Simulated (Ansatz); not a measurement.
SiO₂ (Cm, No. 8, 36 atoms in the cell; start mp-557881; a measured phase of this formula has another space group), treated with LDA in Ansatz (PAW).

Run with plane-wave cutoff 520 eV, 4×4×4 k mesh, Fermi–Dirac smearing 0.01 eV, scalar-relativistic PAW data made under PBE.

Cell (relaxed at this level):

```yaml
crystal:
  lattice:
    - [5.20657, -7.51384, -0.00588]
    - [5.20657, 7.51384, -0.00588]
    - [-2.39288, 0.00000, 8.54876]
  atoms:
    - { symbol: Si, position: [0.00335, 0.79899, 0.69123] }
    - { symbol: Si, position: [0.79899, 0.00335, 0.69123] }
    - { symbol: Si, position: [0.29453, 0.08943, 0.67236] }
    - { symbol: Si, position: [0.08943, 0.29453, 0.67236] }
    - { symbol: Si, position: [0.10995, 0.59745, 0.89590] }
    - { symbol: Si, position: [0.59745, 0.10995, 0.89590] }
    - { symbol: Si, position: [0.70062, 0.90444, 0.33012] }
    - { symbol: Si, position: [0.90444, 0.70062, 0.33012] }
    - { symbol: Si, position: [0.89522, 0.40497, 0.10635] }
    - { symbol: Si, position: [0.40497, 0.89522, 0.10635] }
    - { symbol: Si, position: [0.99221, 0.19629, 0.31243] }
    - { symbol: Si, position: [0.19629, 0.99221, 0.31243] }
    - { symbol: O, position: [0.98943, 0.31433, 0.19791] }
    - { symbol: O, position: [0.31433, 0.98943, 0.19791] }
    - { symbol: O, position: [0.75354, 0.75354, 0.30867] }
    - { symbol: O, position: [0.50672, 0.01051, 0.00971] }
    - { symbol: O, position: [0.01051, 0.50672, 0.00971] }
    - { symbol: O, position: [0.23784, 0.23784, 0.69154] }
    - { symbol: O, position: [0.17677, 0.94448, 0.73330] }
    - { symbol: O, position: [0.94448, 0.17677, 0.73330] }
    - { symbol: O, position: [0.27898, 0.73099, 0.99272] }
    - { symbol: O, position: [0.73099, 0.27898, 0.99272] }
    - { symbol: O, position: [0.86758, 0.86758, 0.71871] }
    - { symbol: O, position: [0.04864, 0.82050, 0.27021] }
    - { symbol: O, position: [0.82050, 0.04864, 0.27021] }
    - { symbol: O, position: [0.96407, 0.70517, 0.51174] }
    - { symbol: O, position: [0.70517, 0.96407, 0.51174] }
    - { symbol: O, position: [0.67855, 0.00481, 0.80367] }
    - { symbol: O, position: [0.00481, 0.67855, 0.80367] }
    - { symbol: O, position: [0.29133, 0.02903, 0.49120] }
    - { symbol: O, position: [0.02903, 0.29133, 0.49120] }
    - { symbol: O, position: [0.52226, 0.85122, 0.22958] }
    - { symbol: O, position: [0.85122, 0.52226, 0.22958] }
    - { symbol: O, position: [0.13051, 0.13051, 0.28795] }
    - { symbol: O, position: [0.47315, 0.14649, 0.77347] }
    - { symbol: O, position: [0.14649, 0.47315, 0.77347] }
```

Q: Estimate the band gap that the calculation returns.

A: 
band gap: 5.65 eV (on the SCF k mesh)

Note: the relaxation could not lower the start's symmetry, so the cell can be a saddle point above a distorted one.

Computing time: roughly 100 core-minutes.

A start named mp-… is a Materials Project structure, which need not be a measured phase.

Ansatz is a first-principles code.
